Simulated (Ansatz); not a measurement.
# Sensitivity of a calculation on Rh₂MgTe₄ (Fd-3m, 14 atoms in the cell) to its settings

```yaml
crystal:
  lattice:
    - [0.00000, 5.99517, 5.99517]
    - [5.99517, 0.00000, 5.99517]
    - [5.99517, 5.99517, 0.00000]
  atoms:
    - { symbol: Rh, position: [0.12500, 0.12500, 0.12500] }
    - { symbol: Rh, position: [0.62500, 0.12500, 0.12500] }
    - { symbol: Rh, position: [0.12500, 0.62500, 0.12500] }
    - { symbol: Rh, position: [0.12500, 0.12500, 0.62500] }
    - { symbol: Mg, position: [0.75000, 0.75000, 0.75000] }
    - { symbol: Mg, position: [0.50000, 0.50000, 0.50000] }
    - { symbol: Te, position: [0.36260, 0.36260, 0.36260] }
    - { symbol: Te, position: [0.91220, 0.36260, 0.36260] }
    - { symbol: Te, position: [0.36260, 0.91220, 0.36260] }
    - { symbol: Te, position: [0.36260, 0.36260, 0.91220] }
    - { symbol: Te, position: [0.88740, 0.88740, 0.88740] }
    - { symbol: Te, position: [0.33780, 0.88740, 0.88740] }
    - { symbol: Te, position: [0.88740, 0.33780, 0.88740] }
    - { symbol: Te, position: [0.88740, 0.88740, 0.33780] }
```

Base run A: Ansatz (a quantum-chemistry and plane-wave program) with revPBE, default PAW files made with PBE, self-consistent single point.

Its settings: basis.ecutwfc = 420 eV; kpoints.mp_grid.grid = 3 3 3; hamiltonian.xc = revpbe; hamiltonian.pseudopotentials = {kind: paw} (the program's default PAW files); scf.occupations.method = fermi_dirac; scf.occupations.width = 0.1 eV.

The starting cell was generated: these elements placed on a structure prototype, without a prior relaxation; it need not be a known phase or ordering of this composition. Spin-orbit coupling is off. Spin polarisation is off. In the base run, with a pressure of about -7 GPa the cell is away from its equilibrium volume at this level. In the base run, forces exceed 1 eV/Å. Ansatz's pressure includes its estimate of the finite-basis (Pulay) stress.

ΔF is the free energy per atom less that of run A. A dash stands where there is no value to compare (another energy zero or no entropy term, no result, no spin, no clean gap, or a mesh too coarse for one). Absolute energies have different zeros for different potentials, functionals, Hubbard and dispersion terms and are not compared across them.

Run A gave: pressure (GPa) -6.74; largest force (eV/Å) 1.504.

Runs:
- B: scf.occupations.width: 0.1 eV → 0.025 eV
- C: hamiltonian.xc: revpbe → pbesol [PBEsol]
- D: scf.mixing.preconditioner: default (the program chose LDOS) → resta; scf.mixing.eps_inf: default → 5
- E: scf.eigensolver.kind: default (the program chose band_cg) → davidson
- F: scf.mixing.algorithm: default (the program chose MSR1) → anderson; scf.mixing.beta: default → 0.5

### Question
What does run C change against A?

### Answer
The pressure goes from -6.74 to -10.43 GPa and the largest force goes from 1.504 to 1.837 eV/Å.

### Question
What does run B change against A?

### Answer
The free energy rises by 2.6 meV/atom, the pressure hardly changes (-6.74 to -6.80 GPa) and the largest force goes from 1.504 to 1.521 eV/Å.

| run | ΔF (meV/atom) | pressure (GPa) | largest force (eV/Å) |
|---|---|---|---|
| A | 0.00 | -6.74 | 1.504 |
| B | 2.6 | -6.80 | 1.521 |
| C | – | -10.43 | 1.837 |
| D | 0.00 | -6.74 | 1.504 |
| E | 0.00 | -6.74 | 1.504 |
| F | 0.00 | -6.74 | 1.504 |

Keys are those of Ansatz 0.2.
